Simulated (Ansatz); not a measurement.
Input:

```yaml
crystal:
  lattice:
    - [3.15413, 0.00000, 0.00000]
    - [-1.57707, 2.73156, 0.00000]
    - [0.00000, 0.00000, 12.50506]
  atoms:
    - { symbol: W, position: [0.66667, 0.33333, 0.75000] }
    - { symbol: W, position: [0.33333, 0.66667, 0.25000] }
    - { symbol: S, position: [0.66667, 0.33333, 0.37621] }
    - { symbol: S, position: [0.33333, 0.66667, 0.87621] }
    - { symbol: S, position: [0.33333, 0.66667, 0.62379] }
    - { symbol: S, position: [0.66667, 0.33333, 0.12379] }
```

No spin polarisation.

All numbers come from PBE-D3(BJ) (Ansatz, a quantum-chemistry and plane-wave program; PAW; 420 eV plane waves; without spin-orbit coupling). Γ-centred 12×12×3 mesh, Fermi–Dirac width 0.05 eV.

What gap character does the calculation give?

Indirect, Γ → K–Γ (47 % along).

Estimate the band gap.

1.05 eV.

What stress (xx, yy, zz, yz, xz, xy; compression positive) does the calculation give?

(-0.23, -0.23, -1.48, 0.00, 0.00, 0.00) GPa.

Spin-orbit coupling, missing from the scalar runs, can matter with W. The cells carry an imposed strain or load. Whether these cells are dynamically stable was not tested. The cell was made from WS2 (space group P6_3/mmc, No. 194; layered, stacked along the Cartesian z axis) by this change: uniaxial strain ε_zz = +3.00 %.
